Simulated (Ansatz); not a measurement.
Consider a periodic stack without vacuum, 3C silicon carbide (0 0 1) on zinc-blende GaSb (0 0 1) (film strained to the substrate, started from cuts of the bulks and a machine-learned relaxation; slabs Ga5Sb6 and C10Si12, which can lie off the formulas): substrate slab Ga5Sb6, film C10Si12, surface cells [[1, 0], [1, 1]] and [[0, -1], [2, 1]], film strained by +0.3 and +0.3 %, outermost planes Sb/Sb and Si/Si as cut, which need not be the usual terminations and can put a slab off its formula. Its start:

```
CELL_PARAMETERS angstrom
      4.39298     0.00000    -0.03752
      0.00000     4.39298    -0.00176
     -0.99908    -1.47603    30.66867
ATOMIC_POSITIONS crystal
  Ga 0.02111 0.06621 0.18443
  Ga 0.48160 0.53180 0.08145
  Ga 0.07517 0.12900 0.38847
  Ga 0.54424 0.59554 0.28669
  Ga 0.66562 0.64448 0.49051
  Sb 0.99756 0.54951 0.13353
  Sb 0.34373 0.02721 0.03135
  Sb 0.05922 0.61173 0.33777
  Sb 0.53467 0.07905 0.23561
  Sb 0.15999 0.78151 0.54945
  Sb 0.59352 0.13378 0.43997
  C  0.67703 0.79347 0.64409
  C  0.17716 0.29475 0.64428
  C  0.71629 0.83997 0.78666
  C  0.21599 0.34032 0.78667
  C  0.19675 0.81715 0.71552
  C  0.69641 0.31675 0.71542
  C  0.75795 0.88710 0.92901
  C  0.25591 0.38990 0.92878
  C  0.23711 0.86476 0.85765
  C  0.73659 0.36400 0.85784
  Si 0.93863 0.55834 0.68079
  Si 0.43437 0.05287 0.68070
  Si 0.46107 0.48945 0.60976
  Si 0.87220 0.08046 0.60998
  Si 0.97571 0.60158 0.82214
  Si 0.47738 0.10320 0.82206
  Si 0.45665 0.57748 0.75122
  Si 0.95538 0.07887 0.75123
  Si 0.96467 0.59757 0.96319
  Si 0.57025 0.20403 0.96255
  Si 0.49406 0.62967 0.89251
  Si 0.99997 0.12312 0.89253
```

The start was prepared with a machine-learned potential, and the result is one local minimum, with the in-plane cell held and forces under 0.04 eV/Å; the film can end far from its bulk form.

These are PBE (plane waves to 420 eV, PAW; Ansatz, a program for electronic structure) values and carry that method's errors. No spin–orbit coupling. Its k-point mesh 5×5×1, Fermi–Dirac width 0.05 eV.

### Question
Predict the relaxed interface.

### Answer
| Item | Value |
|---|---|
| interface area | 19.3 Å² |
| period | 30.42 Å |
| heights between the nearest atoms of the two slabs at the two interfaces | 1.92 and 1.92 Å |
| Sb–Si contacts across the interfaces within 1.22 times the sum of covalent radii | 4, mean 2.68 Å |
| spin-polarised check at this geometry | falls back to no moment |
